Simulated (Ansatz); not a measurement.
Results of r²SCAN in Ansatz (plane waves, PAW) for BaTiNOF (model structure, Pmmm, No. 47, 5 atoms in the cell).

Settings: plane-wave cutoff 560 eV, 8×8×8 k mesh, Fermi–Dirac smearing 0.01 eV, no spin polarisation, scalar-relativistic PAW data made under PBE.

Cell (relaxed at this level):

```cif
data_BaFNOTi
_chemical_formula_sum 'Ba1 Ti1 N1 F1 O1'
_space_group_name_H-M_alt 'P 1'
_space_group_IT_number 1
_cell_length_a 3.98418
_cell_length_b 4.15628
_cell_length_c 4.05421
_cell_angle_alpha 90.000
_cell_angle_beta 90.000
_cell_angle_gamma 90.000
loop_
_space_group_symop_operation_xyz
  'x, y, z'
loop_
_atom_site_label
_atom_site_type_symbol
_atom_site_fract_x
_atom_site_fract_y
_atom_site_fract_z
_atom_site_occupancy
Ba1 Ba 0.50000 0.50000 0.50000 1
Ti1 Ti 0.00000 0.00000 0.00000 1
N1 N 0.50000 0.00000 0.00000 1
F1 F 0.00000 0.50000 0.00000 1
O1 O 0.00000 0.00000 0.50000 1
```

Task: Predict the band gap and bulk modulus B0.

Result: 
- band gap: 0.39 eV (on the SCF k mesh)
- bulk modulus B0: 148 GPa

Note: the bulk modulus is −V dP/dV from two relaxed cells at ±2 % in volume; the relaxation could raise the start's symmetry but not lower it, so the cell can be a saddle point.

Spin–orbit coupling is not included.

Computing time: very roughly 3 core-minutes.

A model structure was made by putting elements into a prototype or built by hand; it is no filed structure, need not be a known phase, and can be a saddle point held by its symmetry.

Ansatz is a first-principles code.
